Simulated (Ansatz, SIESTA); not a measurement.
**Code comparison for SrP2Os2 (I4/mmm, 5 atoms in the cell)**

Self-consistent single point.

```xyz
5
Lattice="-2.0294 2.0294 5.6993 2.0294 -2.0294 5.6993 2.0294 2.0294 -5.6993" Properties=species:S:1:pos:R:3 pbc="T T T"
Sr     0.0000     0.0000     0.0000
P      0.0000     0.0000     3.9878
P      0.0000     0.0000     7.4108
Os     0.0000     2.0294     2.8496
Os     2.0294     0.0000     2.8496
```

Shared settings, as Ansatz (a first-principles code) writes them: kpoints.mp_grid.grid = 7 7 7; magnetization.spin_orbit = true; scf.occupations.method = fermi_dirac; scf.occupations.width = 0.1 eV. Potentials and cutoffs stand in the table.

```tsv
code	model	pressure (GPa)	largest force (eV/Å)	cutoff
Ansatz	PBEsol with spin-orbit coupling, PAW files made with PBE	-2.35	0.336	420 eV
SIESTA	GGA PBEsol with spin-orbit coupling, numerical atomic orbitals DZP, PseudoDojo PBEsol fully relativistic norm-conserving potentials (rewritten from UPF to PSML)	–	0.863	grid 300 Ry
```

A dash marks a value that a program does not give, or that is left out as unsure.

The spread over the programs that give each value: largest force within 0.527 eV/Å.

SIESTA uses small atom-centred bases, whose incompleteness enters pressures, forces and empty levels differently from a plane-wave cutoff.

The starting cell comes from a database of computed structures (which also holds hypothetical and non-ambient phases and stackings), without a prior relaxation at this level.

Keys are those of Ansatz 0.2.
